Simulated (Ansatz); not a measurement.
Here is the system:

```yaml
crystal:
  lattice:
    - [3.10266, 0.05825, 0.01507]
    - [-1.50089, 2.62019, -0.01197]
    - [0.02415, -0.00821, 5.02476]
  atoms:
    - { symbol: Al, position: [0.33059, 0.66613, 0.99812] }
    - { symbol: Al, position: [0.66854, 0.33439, 0.49810] }
    - { symbol: N, position: [0.32665, 0.66409, 0.37672] }
    - { symbol: N, position: [0.67422, 0.33538, 0.87666] }
```

No spin polarisation.

Level of theory: r2SCAN (Ansatz, a quantum-chemistry and plane-wave program), without spin-orbit coupling. k-mesh 12×12×7 (Γ-centred); smearing 0.05 eV (Fermi–Dirac).

Estimate the space group.

P1 (No. 1).

What is the computed gap character?

Direct at Γ.

What is the computed band gap?

4.93 eV.

The cells carry an imposed strain or load. Whether these cells are dynamically stable was not tested. The cell was made from AlN in the wurtzite structure (space group P6_3mc, No. 186) by this change: strain tensor (xx, yy, zz, yz, xz, xy) = (−0.13, −1.53, +0.93, −0.17, +0.49, +1.88) %.
